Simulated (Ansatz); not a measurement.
Defect: interstitial Al in alpha quartz, charge state +3. All values below come from PBE, PAW (plane waves to 420 eV; Ansatz, a first-principles code).

72-site cell at the relaxed PBE lattice, the Γ point alone, smearing 0.01 eV, spin-restricted, no finite-size correction. Static, classical nuclei. The charge state is imposed; whether it is stable for some Fermi level was not computed. Sites that were not tried may lie lower.

Barriers: single points on a 2×2×2 k-point mesh shifted by half a step along c at the bands' geometries.

The step: Al moves alone to another site. Atoms about the jump, Cartesian Å from the middle of the jump, before and after:

| atom | x0 | y0 | z0 | x1 | y1 | z1 |
|---|---|---|---|---|---|---|
| Al1 | 0.05 | 0.03 | 0.91 | -0.05 | -0.03 | -0.91 |
| O2 | -1.47 | -0.66 | 0.20 | -1.42 | -0.76 | 0.02 |
| O3 | 1.37 | 0.85 | -0.02 | 1.31 | 0.95 | -0.20 |
| O4 | 1.42 | -1.18 | -1.58 | 1.30 | -1.00 | -1.62 |
| O5 | 0.21 | -1.63 | 1.62 | 0.31 | -1.82 | 1.58 |
| Si6 | 2.49 | -0.13 | -0.99 | 2.56 | -0.02 | -0.91 |
| Si7 | -1.26 | -2.23 | 0.91 | -1.13 | -2.22 | 0.99 |
| O8 | -1.65 | 0.66 | -2.06 | -1.42 | 0.71 | -1.85 |
| O9 | 0.09 | 1.58 | 1.85 | 0.25 | 1.76 | 2.06 |
| Si10 | -2.64 | -0.01 | -0.98 | -2.69 | -0.02 | -0.91 |
| Si11 | 1.37 | 2.31 | 0.91 | 1.32 | 2.28 | 0.98 |
| O12 | -1.02 | -3.30 | -0.21 | -1.07 | -3.34 | -0.17 |
| Si13 | 1.34 | -2.32 | -2.79 | 1.32 | -2.33 | -2.81 |
| O14 | 3.43 | -0.74 | 0.17 | 3.37 | -0.77 | 0.21 |
| Si15 | 1.36 | -2.31 | 2.81 | 1.34 | -2.32 | 2.79 |

### Question
Predict the transition state.

### Answer

```json
[
 {"atom": "Al1", "x": "0.23", "y": "-0.43", "z": "-0.03"},
 {"atom": "O2", "x": "-1.52", "y": "-0.89", "z": "0.07"},
 {"atom": "O3", "x": "1.49", "y": "0.86", "z": "-0.05"},
 {"atom": "O4", "x": "1.33", "y": "-1.09", "z": "-1.41"},
 {"atom": "O5", "x": "0.28", "y": "-1.70", "z": "1.39"},
 {"atom": "Si6", "x": "2.63", "y": "-0.03", "z": "-1.01"},
 {"atom": "Si7", "x": "-1.29", "y": "-2.31", "z": "1.02"},
 {"atom": "O8", "x": "-1.40", "y": "0.67", "z": "-1.83"},
 {"atom": "O9", "x": "0.14", "y": "1.62", "z": "1.90"},
 {"atom": "Si10", "x": "-2.62", "y": "-0.04", "z": "-1.00"},
 {"atom": "Si11", "x": "1.34", "y": "2.26", "z": "1.01"},
 {"atom": "O12", "x": "-1.18", "y": "-3.52", "z": "0.00"},
 {"atom": "Si13", "x": "1.22", "y": "-2.30", "z": "-2.71"},
 {"atom": "O14", "x": "3.63", "y": "-0.73", "z": "0.01"},
 {"atom": "Si15", "x": "1.38", "y": "-2.20", "z": "2.70"}
]
```
It lies 0.31 eV above the start and 0.31 eV above the end. The saddle point's order was not checked.
